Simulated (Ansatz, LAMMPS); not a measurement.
## Ge well of 16 atomic layers along [001] in random Si0.2Ge0.8, interfaces graded over 8 layers

Cell 17.11 × 17.11 × 57.46 Å, Si82Ge638, 720 atoms. Prepared with Tersoff's 1989 multicomponent potential (SiCGe.tersoff) (LAMMPS): minimisation. 

That structure was relaxed on with PBE, support functions at accuracy medium on the grid of 370 eV in Ansatz (a program for electronic structure). Basis: localised support functions (accuracy medium) on a full density matrix. k-points: zone centre alone; occupations: Fermi-Dirac, 0.010 eV; spin polarisation not allowed. Spin-orbit coupling is left out.

What does DFT change in the classical structure?

The energy falls by 0.3 meV an atom over 3 steps; atoms move by 0.022 Å root mean square, 0.04 Å at most.
| quantity | classical minimum | after DFT steps |
|---|---|---|
| 4-fold atoms (%) | 100.0 | 100.0 |
| spread of bond angles (°) | 0.7 | 0.9 |
